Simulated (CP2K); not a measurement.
Input and output of a self-consistent single point for LaGe3Ir (P1, 5 atoms in the cell) (CP2K).

Method of the run: CP2K with PBEsol, GPW, DZVP-MOLOPT-SR-GTH basis, GTH-PBE potentials (GTH_POTENTIALS).

The change in words: atoms moved at random. Reference geometry:
```
LaGe3Ir
1.0
    5.95295     0.00000     0.00000
    2.62793     5.34150     0.00000
   -4.29044    -2.67075     3.14592
La Ge Ir
1 3 1
Direct
  0.57853   0.57853   0.00000
  0.34263   0.84263   0.50000
  0.84263   0.34263   0.50000
  0.00049   0.00049   0.00000
  0.23877   0.23877   0.00000
```

Reference input (self-consistent single point, DFT PBEsol, GPW, DZVP-MOLOPT-SR-GTH basis, GTH-PBE potentials (GTH_POTENTIALS)): CUTOFF = 500 Ry; REL_CUTOFF = 60 Ry; SMEAR/METHOD = FERMI_DIRAC; ELECTRONIC_TEMPERATURE = 1160.45 K; KPOINTS/SCHEME = MONKHORST-PACK 6 6 6; GAMMA_CENTERED = T; XC_FUNCTIONAL = PBE:PBESOL; La/BASIS_SET = DZVP-MOLOPT-SR-GTH-q11; La/POTENTIAL = GTH-PBE-q11; Ge/BASIS_SET = DZVP-MOLOPT-SR-GTH-q4; Ge/POTENTIAL = GTH-PBE-q4; Ir/BASIS_SET = DZVP-MOLOPT-SR-GTH-q17. This run's input differs from it in these lines:

```diff
@@ -75,7 +75,7 @@
       SCALED
-      La       0.57853000     0.57853000     0.00000000
-      Ge       0.34263000     0.84263000     0.50000000
-      Ge       0.84263000     0.34263000     0.50000000
-      Ge       0.00049000     0.00049000     0.00000000
-      Ir       0.23877000     0.23877000     0.00000000
+      La       0.56982500     0.58047100    -0.00309200
+      Ge       0.35390700     0.83783000     0.50122100
+      Ge       0.86406000     0.34113000     0.52232700
+      Ge      -0.00288200     0.01289000     0.00827300
+      Ir       0.21814000     0.23072800    -0.02872900
     &END COORD
```

The program printed (abridged):

```
 SCF WAVEFUNCTION OPTIMIZATION

  Step     Update method      Time    Convergence         Total energy    Change
     1 NoMix/Diag. 0.30E+00      -     1.15785980      -149.9113826490 -1.50E+02
     2 Broy./Diag. 0.30E+00      -     0.03649341      -148.5286487663  1.38E+00
     3 Broy./Diag. 0.30E+00      -     0.06686185      -148.8233359670 -2.95E-01
     4 Broy./Diag. 0.30E+00      -     0.05267789      -148.9986685463 -1.75E-01
     5 Broy./Diag. 0.30E+00      -     0.01308392      -148.7410988817  2.58E-01
     6 Broy./Diag. 0.30E+00      -     0.00577582      -148.8914275511 -1.50E-01
   [... 7 lines left out ...]
    14 Broy./Diag. 0.30E+00      -     0.00000503      -148.8795820401  7.71E-05
    15 Broy./Diag. 0.30E+00      -     0.00000116      -148.8795617061  2.03E-05
    16 Broy./Diag. 0.30E+00      -     0.00000108      -148.8795567807  4.93E-06
    17 Broy./Diag. 0.30E+00      -     0.00000013      -148.8795559716  8.09E-07
  *** SCF run converged in    17 steps ***

  Overlap energy of the core charge distribution:               0.00000012443337
  Self energy of the core charge distribution:               -248.72968608016612
  Core Hamiltonian energy:                                     53.88536401762193
  Hartree energy:                                              64.41590359748218
  Exchange-correlation energy:                                -18.44912975512128
  Electronic entropic energy:                                  -0.00200787570965
  Fermi energy:                                                 0.35434353500308

  Total energy:                                              -148.87955597159603
  Total energy (extrapolated to T->0):                       -148.87855203374122

   [... lines left out ...]

 STRESS| Analytical stress tensor [bar]
 STRESS|                        x                   y                   z
 STRESS|      x        5.53950704181E+03   8.41559516681E+03  -1.40138877226E+04
 STRESS|      y        8.41559516681E+03   4.47824728555E+04  -3.00973827051E+04
 STRESS|      z       -1.40138877226E+04  -3.00973827051E+04   2.54078780077E+04
 STRESS| 1/3 Trace                                             2.52432859683E+04
```

The run converged in 17 iterations. Against the reference run the free energy goes up by 51.9 meV/atom, the pressure goes from 1.15 to 2.52 GPa and the largest force goes from 0.196 to 2.680 eV/Å.

The starting cell comes from a database of computed structures (which also holds hypothetical and non-ambient phases and stackings), without a prior relaxation at this level. Its lattice was rescaled by a random factor within 2.5 % of one. For this run, on top of that: atoms moved at random. Spin polarisation is off. Values carry the incompleteness of an atom-centred basis. The potentials were made for another functional than the one used. Forces in this geometry exceed 1 eV/Å.

Cost on one core of a shared machine: roughly 2 min.
